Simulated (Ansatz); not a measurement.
Input:

End structure of the (100) surface of rock-salt TiC, Ta on all Ti sites of the top plane (bottom of the slab: a bare face, its two planes held):

```yaml
crystal:
  lattice:
    - [3.06391, 0.00000, 0.00000]
    - [0.00000, 3.06391, 0.00000]
    - [0.00000, 0.00000, 27.00000]
  atoms:
    - { symbol: C, position: [0.00000, 0.00000, 0.29829] }
    - { symbol: Ti, position: [0.50000, 0.50000, 0.29829] }
    - { symbol: C, position: [0.50000, 0.50000, 0.37853] }
    - { symbol: Ti, position: [0.00000, 0.00000, 0.37853] }
    - { symbol: C, position: [0.00000, 0.00000, 0.45827] }
    - { symbol: Ti, position: [0.50000, 0.50000, 0.45849] }
    - { symbol: C, position: [0.50000, 0.50000, 0.53886] }
    - { symbol: Ti, position: [0.00000, 0.00000, 0.53806] }
    - { symbol: C, position: [0.00000, 0.00000, 0.62031] }
    - { symbol: Ti, position: [0.50000, 0.50000, 0.61623] }
    - { symbol: C, position: [0.50000, 0.50000, 0.70386] }
    - { symbol: Ta, position: [0.00000, 0.00000, 0.69645] }
```

Set-up: 12 atoms, 10.9 Å thick at the start with caps and adatoms (thin: gaps and levels are the slab's own); mesh 12x12x1; 0.1 eV smearing; dipole correction on; 4 atoms held, the rest relaxed; start symmetry kept, larger cells not searched; no spin, no spin-orbit, no U. In PBE it is, or lies within 0.01 eV a 1x1 cell of, the lowest of the 2 structures of its composition computed so far; subsurface sites and larger cells were not tried.

Task: Predict the work function of the top face from PBE (Ansatz, a quantum-chemistry and plane-wave program).

Result: 3.53 eV
